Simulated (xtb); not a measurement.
xtb 6.7.1, GFN2-xTB: Al(GeH3)(Me)(OMe) (C[O][Al]([CH3])[GeH3]), 14 atoms. The geometry is a generated start, not checked to be a minimum at this level.

```yaml
method: GFN2-xTB
"--acc": 1 (default)
"--etemp (K)": 300 (default)
detailed input (--input): "none: ANC optimiser, Lindh (1995) Hessian, microcycle=20, maxdispl=1.0, hlow=0.01 (default)"
basis_functions: 41
valence_electrons: 30
```

```xyz
14

Al    -0.1073     0.2099     0.3298
Ge     1.4839     1.8582    -0.4823
H      2.8407     1.3652    -0.9229
H      1.1025     2.6935    -1.6798
H      1.8865     2.9458     0.4869
C     -1.1516     0.4902     2.0022
H     -1.8623    -0.3187     2.1974
H     -1.7278     1.4215     1.9743
H     -0.5085     0.5679     2.8831
O     -0.2198    -1.1262    -0.6383
C     -0.3982    -2.2939    -1.3891
H     -0.6895    -2.0390    -2.4099
H      0.5321    -2.8637    -1.4116
H     -1.1807    -2.9105    -0.9398
```

The structure is relaxed from this start with --opt LEVEL for the levels crude, sloppy, loose, lax, normal, tight, vtight, extreme, once each. Up to the end of the extreme run atoms move by at most 0.90 Å along an axis.

Choose the cheapest level whose final energy lies within 5 meV of that of extreme.

tight: 56 cycles against 61, ending 0.013 meV above.

```csv
level,cycles,energy above the extreme run (meV),gradient norm (eV/Å)
crude,1,18,0.16
sloppy,1,18,0.16
loose,1,18,0.16
lax,3,17,0.13
normal,14,15,0.020
tight,56,0.013,0.0070
vtight,58,under 0.01,0.0037
extreme,61,—,0.0019
```
